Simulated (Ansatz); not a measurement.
## Effect of pressure 3 GPa on MgO

Base system: MgO in the rock salt structure (space group Fm-3m, No. 225; a = 4.214 Å).

Now apply this change: a hydrostatic pressure of 3 GPa.

The values are results of PBEsol (Ansatz, an electronic-structure program; PAW; 420 eV plane waves; no spin-orbit coupling), not measurements. k-mesh 13×13×13 (Γ-centred); smearing 0.05 eV (Fermi–Dirac).

```tsv
quantity	base	changed	shift
volume per atom	9.35 Å³	9.18 Å³	-0.17 Å³
lattice parameter a	421.4 pm	418.8 pm	-2.6 pm
shortest interatomic distance	210.7 pm	209.4 pm	-1.3 pm
enthalpy H = E + PV relative to the base's energy	–	+0.17 eV/atom	–
band gap	4.62 eV	4.80 eV	+0.18 eV
gap character	direct at Γ	direct at Γ	–
mean gap deformation potential ΔEg/Δln V	–	-9.7 eV	–
width of the top valence band	1.79 eV	1.82 eV	+0.03 eV
electron mass	0.34 mₑ (at Γ)	0.35 mₑ (at Γ)	–
```

Final structure:

```
CELL_PARAMETERS angstrom
      0.00000     2.09423     2.09423
      2.09423     0.00000     2.09423
      2.09423     2.09423     0.00000
ATOMIC_POSITIONS crystal
  Mg 0.00000 0.00000 0.00000
  O  0.50000 0.50000 0.50000
```

Cost of the whole job for the changed cell (relaxation, final SCF and bands): roughly 9 core-seconds.

Load acts through the strain it causes; cell and atoms are relaxed under it. Effective masses come from finite differences of ±0.01 Å⁻¹. No phonon test of stability was made. The base started in Pnma and relaxed to Fm-3m at this level.
